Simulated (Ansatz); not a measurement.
Base system: TiAl (space group P4/mmm, No. 123; a = 2.8243 Å, c = 4.0708 Å).

Levels (all Ansatz, a program for electronic structure, PAW): PBE (420 eV, no spin-orbit coupling); r2SCAN (500 eV, spin-orbit coupling left out).

The geometry is relaxed with PBE.

| Property | Result |
|---|---|
| PBE pressure | 0.0 GPa |

With r2SCAN at the same geometry, the pressure goes from zero to -1.3 GPa.

Single points use the geometry relaxed with PBE. Their cutoffs differ, which shifts pressures a little. Stability against distortions was not tested. All final runs are without spin polarisation.
